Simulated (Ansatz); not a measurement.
Cr on the Al site (Cr_Al) in metastable zinc-blende AlN: one set of geometries, relaxed with PBE, evaluated in Ansatz (PAW, plane waves to 420 eV, 500 eV under r2SCAN) with PBE, r2SCAN.

Cell and caveats: 64-site cell; 2×2×2 shifted k-points; start: the Al site; charged states image-corrected; no Hubbard U; energies good to tenths of an eV.

```tsv
quantity	PBE	r2SCAN
host gap (eV)	3.31	3.92
ε(+1/0) above the VBM (eV)	2.36	2.45
ε(0/−1) above the VBM (eV)	2.98	3.20
largest moment on one atom at charge +1 (μB)	1.55	1.64
neutral formation energy against fcc Al, bcc Cr, antiferromagnetic (eV)	3.48	3.33
largest moment on one atom at charge 0 (μB)	2.14	2.24
largest moment on one atom at charge −1 (μB)	2.62	2.76
```

PBE narrows the gap by 0.61 eV against r2SCAN, the highest level run, and puts the levels 0.16 eV lower above the valence-band maximum on average.

Ansatz is an electronic-structure program.
